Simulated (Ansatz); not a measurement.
Ansatz (a program for electronic structure) run on LuTl₃ (Pm-3m, 4 atoms in the cell): relaxation of cell and atoms.

Computed with PBEsol, default PAW files made with PBE (plane waves; Ansatz).

The change in words: atoms on their sites; basis.ecutwfc: 30.9 Ry → 15.4 Ry; relax: default → cell and atoms. Reference geometry:
```yaml
crystal:
  lattice:
    - [4.70204, 0.00000, 0.00000]
    - [0.00000, 4.70204, 0.00000]
    - [0.00000, 0.00000, 4.70204]
  atoms:
    - { symbol: Lu, position: [0.00000, 0.00000, 0.01063] }
    - { symbol: Tl, position: [0.00000, 0.50000, 0.50000] }
    - { symbol: Tl, position: [0.50000, 0.00000, 0.50000] }
    - { symbol: Tl, position: [0.50000, 0.50000, 0.00000] }
```

Reference input (self-consistent single point, DFT, PBEsol, plane waves, default PAW files made with PBE): basis.ecutwfc = 30.9 Ry; kpoints.mp_grid.grid = 5 5 5; hamiltonian.xc = pbesol; hamiltonian.pseudopotentials = {kind: paw} (the program's default PAW files); scf.occupations.method = fermi_dirac; scf.occupations.width = 0.0073 Ry. This run's input differs from it in these lines:

Ansatz 0.2 input:
```diff
@@ -7,3 +7,3 @@
   atoms:
-    - { symbol: Lu, position: [0.000000, 0.000000, 0.010634] }
+    - { symbol: Lu, position: [0.000000, 0.000000, 0.000000] }
     - { symbol: Tl, position: [0.000000, 0.500000, 0.500000] }
@@ -12,3 +12,3 @@
 basis:
-  ecutwfc: 30.9 Ry
+  ecutwfc: 15.4 Ry
 kpoints:
@@ -24,2 +24,4 @@
     width: 0.0073 Ry
+relax:
+  cell: {}
 output:
```

The program printed (abridged):

```
   [... SCF lines of the steps left out ...]
relax step   1: F+E_penalty+E_count = -48483.46789890 eV  Δ(F+E_penalty+E_count) = +0.000e0 eV  max|allowed force component| = 5.450e-29 eV/Å  Δτ_max = 0.0000 Å  P = -0.459 GPa  Ω = 103.959 Å³  (8 SCF iters, dr2 threshold 1.00e-7 eV, accepted)
relax step   2: F+E_penalty+E_count = -48484.41690178 eV  Δ(F+E_penalty+E_count) = -9.490e-1 eV  max|allowed force component| = 1.338e-29 eV/Å  Δτ_max = 0.0000 Å  P = +5.644 GPa  Ω = 102.757 Å³  energy of the carried Pulay correction = +9.684e-1 eV  [...]
   [... lines left out ...]
relax step 119: F+E_penalty+E_count = -48483.66001357 eV  Δ(F+E_penalty+E_count) = +1.302e-2 eV  max|allowed force component| = 3.192e-29 eV/Å  Δτ_max = 0.0000 Å  P = -0.001 GPa  Ω = 103.099 Å³  energy of the carried Pulay correction = -1.303e-2 eV  [...]
relax step 120: F+E_penalty+E_count = -48483.66001357 eV  Δ(F+E_penalty+E_count) = -4.075e-10 eV  max|allowed force component| = 1.052e-29 eV/Å  Δτ_max = 0.0000 Å  P = +0.087 GPa  Ω = 103.099 Å³  stress off target by 8.72e-2 GPa  SCF on the basis [...]
basis re-selected at this cell: Δ(F+E_penalty+E_count) = -4.075e-10 eV, ΔP = +0.088 GPa vs the last step
   [... lines left out ...]
Free energy (F): -48483.660014 eV
Fermi energy:    12.799485 eV
Error: variable-cell relaxation did not converge after 120 `relax_step` rows, as none of its last 59 fresh-basis SCF(s) at a relaxed cell met both thresholds with a finite energy. The last misses `relax.cell.stress_tol`: largest allowed force component 1.05e-29 eV/Å (`relax.f_tol` 1.00e-2 eV/Å), stress off the target on the free part of the cell 8.72e-2 GPa (`relax.cell.stress_tol` 5.00e-2 GPa), F+E_penalty+E_count -48483.66001357 eV. The closest is row 118, whose structure comes with this error. Larger ratio of force or stress to its threshold at each such SCF whose figures are numbers: 9.896, 10.615, 4.403, 4.753, 5.127, 5.301, 5.669, 6.045, 6.426, 6.806, 7.177, 2.028, 7.438, [...]
   [... lines left out ...]
to start a new deck from the relaxed geometry:
  cell:  # Å, volume = 103.0830 Å³
    - [4.688806257383897, 1.804556234350331e-33, -5.0856587593975455e-34]
    - [1.6841856128261296e-33, 4.688806257383897, 2.6080301330243825e-34]
    - [-5.406647083462085e-34, 2.5679065925163148e-34, 4.688806257383897]
  atoms:
    - { symbol: Lu, position: [-4.474650555768043e-48, 2.1275811382371337e-47, -2.3949687933988803e-48] }
    - { symbol: Tl, position: [1.1553827288786543e-46, 0.5, 0.5] }
    - { symbol: Tl, position: [0.5, -3.6477892763338286e-47, 0.5] }
    - { symbol: Tl, position: [0.5, 0.5, 4.180204006584194e-48] }
```

The relaxation ended unconverged. 

The starting cell comes from a database of computed structures (which also holds hypothetical and non-ambient phases and stackings), without a prior relaxation at this level. Its lattice was rescaled by up to half a per cent. The cutoff lies below the one recommended for these files.

Cost on one core of a shared machine: roughly 90 s.
